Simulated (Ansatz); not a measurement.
Results of PBEsol (Ansatz, an electronic-structure program, plane waves, PAW) for CaO (model structure, started from the CsCl type, Pm-3m, No. 221, 2 atoms in the cell; like a known high-pressure phase).

Run with plane-wave cutoff 520 eV, 12×12×12 k mesh, Fermi–Dirac smearing 0.01 eV, scalar-relativistic PAW data made under PBE.

Cell (relaxed with PBEsol):

```xyz
2
Lattice="2.8882 0.0000 0.0000 0.0000 2.8882 0.0000 0.0000 0.0000 2.8882" Properties=species:S:1:pos:R:3 pbc="T T T"
Ca     0.0000     0.0000     0.0000
O      1.4441     1.4441     1.4441
```

Predict the band gap and smallest direct gap on the k points sampled.


- band gap = 2.69 eV (indirect)
- smallest direct gap on the k points sampled = 3.00 eV

Computed values are for the static lattice.

It cost very roughly 4 core-seconds of CPU time.

A model structure was made by putting elements into a prototype or built by hand; it is no filed structure, need not be a known phase, and can be a saddle point held by its symmetry.
